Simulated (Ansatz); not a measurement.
An Ansatz (a program for electronic structure) run: Li with a change (biaxial strain −2.50 %, plane normal [001], relaxed out of plane); PBEsol (Ansatz), without spin-orbit coupling.

Input:

Ansatz 0.2 input:
```yaml
crystal:
  lattice:
    - [3.3484236932, 0, 0]
    - [0, 3.3484236932, 0]
    - [1.6742118466, -1.6742118466, 1.7386046099]
  atoms:
    - { symbol: Li, position: [0, 0, 0] }
basis: { ecutwfc: 420, ecutrho_ratio: 4, xc_grid: 2, fft_grid_basis: typed }
kpoints: { mp_grid: { grid: [27, 27, 27] } }
hamiltonian:
  xc: pbesol
  dispersion: none
  pseudopotentials: { kind: paw }
scf: { occupations: { method: fermi_dirac, width: 0.1 } }
relax: { f_tol: 0.005, max_steps: 50, cell: { stress_tol: 0.01, fix: [a, b, gamma] } }
output: { forces: true, stress: true }
checkpoint: { write: state.ck, write_every: 1000 }
```

Output (explanatory and most iteration lines left out):

```
Relaxation: its limit of steps is 50 (relax.max_steps)
Pseudopotential: Li, paw, valence charge 3
Crystal: 1 atoms, lattice volume = 19.493 Å³
Basis set: ecut = 420 eV, 377 PW (Γ), exchange–correlation on 48×48×40 points (8 copies of the dense FFT grid, shifted against one another)
Bands: 6, of which v1, the nominal top of the filled ones, is band 2 counted from 1 (1 counted from 0)
Symmetry: 16 space group operations
Space group: I4/mmm (ITA 139), of the structure as read, at distance tolerance 2.7e-5 Å
k-points: 1470 of 19683
Functional: x = pbesol(κ = 0.804, μ = 0.12345679012345678), c = pbesol(β = 0.046)
SCF iter   1: F=—  HF=-203.004802 eV  |F-HF|=—  |Δ(HF+E_count)|=         —  Δρ=1.48e-3  dr2=1.37e-4  ethr=1.77e-3  ⟨swp⟩=4.0  Hψ=67693  notcnv=0
SCF iter   2: F=—  HF=-203.004306 eV  |F-HF|=—  |Δ(HF+E_count)|=   4.96e-4  Δρ=5.66e-4  dr2=1.96e-5  ethr=4.57e-6  ⟨swp⟩=2.2  Hψ=22287  notcnv=0
SCF 1 converged in 6 iterations: F = -203.004220 eV  dr2 = 9.05e-17
relax step   1: F+E_penalty+E_count = -203.00422022 eV  Δ(F+E_penalty+E_count) = +0.000e0 eV  max|allowed force component| = 0.000e0 eV/Å  Δτ_max = 0.0000 Å  P = +0.560 GPa  Ω = 19.493 Å³  fix = [a, b, gamma]  reactions: a +0.569, b +0.569 GPa  (6 SCF iters, dr2 threshold 1.00e-7 eV, accepted)
[... steps on the carried basis left out ...]
relax step   4: F+E_penalty+E_count = -203.00542078 eV  Δ(F+E_penalty+E_count) = -6.771e-6 eV  max|allowed force component| = 0.000e0 eV/Å  Δτ_max = 0.0000 Å  P = +0.014 GPa  Ω = 20.234 Å³  energy of the carried Pulay correction = -1.710e-5 eV  fix = [a, b, gamma]  reactions: a +0.019, b +0.019 GPa  (3 SCF iters, dr2 threshold 4.29e-9 eV, accepted)
Crystal: 1 atoms, lattice volume = 20.234 Å³
SCF iter   1: F=—  HF=-203.005459 eV  |F-HF|=—  |Δ(HF+E_count)|=         —  Δρ=1.12e-4  dr2=5.58e-8  ethr=2.04e-9  ⟨swp⟩=3.1  Hψ=94893  notcnv=0
SCF iter   2: F=—  HF=-203.005440 eV  |F-HF|=—  |Δ(HF+E_count)|=   1.92e-5  Δρ=5.61e-5  dr2=1.41e-8  ethr=1.86e-9  ⟨swp⟩=1.6  Hψ=9653  notcnv=0
SCF 5 converged in 4 iterations: F = -203.005434 eV  dr2 = 6.04e-14
SCF converged after 4 iterations
Free energy (F): -203.005434 eV
Internal energy: -202.989453 eV  (E = F + TS)
E sigma→0 (E₀):  -202.997444 eV
Entropy (-TS):   -0.015980 eV (-15.980 meV/atom)
Fermi energy:    1.031590 eV
--- Forces (eV/Å), atoms counted from 1 ---
  atom   1  Li     0.00000000    -0.00000000     0.00000000
--- Stress (GPa, compression-positive) ---
        0.018478       0.000000       0.000000
        0.000000       0.018478       0.000000
        0.000000       0.000000       0.001685
  P = ⅓ Tr σ = 0.0129 GPa (0.129 kbar)
--- Relaxed structure (4 steps of the walk, 4 accepted, 1 SCFs on fresh bases) ---
  cell:  # Å, volume = 20.2342 Å³
    - [3.3484236932, -3.2372925328457872e-111, -3.294754377161586e-33]
    - [-3.2372925328457872e-111, 3.3484236932, -1.6773148759478462e-33]
    - [1.6742118466, -1.6742118466, 1.8046992388230387]
  atoms:
    - { symbol: Li, position: [0.0, 0.0, 0.0] }
```

No phonon test of stability was made. The cell was made from Li in the bcc (W type) structure (space group Im-3m, No. 229) by this change: biaxial strain −2.50 %, plane normal [001], relaxed out of plane.
